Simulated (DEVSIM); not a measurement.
Device: Ti/SiO2/p-Si capacitor, at 300 K.

| layer (left to right) | material | thickness (nm) | Na (cm⁻³) |
|---|---|---|---|
| 1 | SiO2 | 1.00 | - |
| 2 | Si | 2400 | 5.6e16 |

Metal gate on the left, work function 4.33 eV. Fixed charge at the semiconductor interface 0 cm⁻² (in units of +e); no interface traps.

Constants are typed, rounded textbook-type inputs, not results; the design itself was drawn at random and stands for no fabricated device. Values at 300 K.

```csv
parameter,SiO2,Si
gap (eV),9,1.124
affinity (eV),0.9,4.05
permittivity,3.9,11.7
Nc (cm⁻³),-,2.86e19
Nv (cm⁻³),-,3.1e19
```

Simulated with DEVSIM: 1D Poisson equation in equilibrium, Boltzmann statistics, complete ionisation; no quantum confinement or tunnelling. Metal contacts follow the ideal Schottky-Mott rule: no Fermi-level pinning, no interface dipoles.

Tabulate band edges, carrier densities and field at -0.2 V on the gate.

Energies count from the Fermi level of the right contact; mesh points crowd at the junctions.

```tsv
x (μm)	Ec (eV)	Ev (eV)	n (cm⁻³)	p (cm⁻³)	field (V/cm)
0.000	3.630	-5.370	< 1e2	< 1e2	260000
0.0005000	3.643	-5.357	< 1e2	< 1e2	260000
0.001040	0.506	-0.618	9.0e10	1.3e9	86000
0.002125	0.515	-0.609	6.3e10	1.8e9	85000
0.005353	0.542	-0.582	2.2e10	5.2e9	82000
0.01069	0.585	-0.539	4.2e9	2.7e10	78000
0.02050	0.657	-0.467	2.6e8	4.5e11	69000
0.04968	0.823	-0.301	430000	2.7e14	44000
0.09796	0.943	-0.181	4100	2.8e16	9200
0.1866	0.961	-0.163	2100	5.6e16	70
0.3674	0.961	-0.163	2100	5.6e16	≈ 0
0.8866	0.961	-0.163	2100	5.6e16	≈ 0
1.546	0.961	-0.163	2100	5.6e16	≈ 0
1.967	0.961	-0.163	2100	5.6e16	≈ 0
2.222	0.961	-0.163	2100	5.6e16	≈ 0
2.307	0.961	-0.163	2100	5.6e16	≈ 0
2.354	0.961	-0.163	2100	5.6e16	≈ 0
2.377	0.961	-0.163	2100	5.6e16	≈ 0
2.392	0.961	-0.163	2100	5.6e16	≈ 0
2.397	0.961	-0.163	2100	5.6e16	≈ 0
2.399	0.961	-0.163	2100	5.6e16	≈ 0
2.401	0.961	-0.163	2100	5.6e16	≈ 0
```
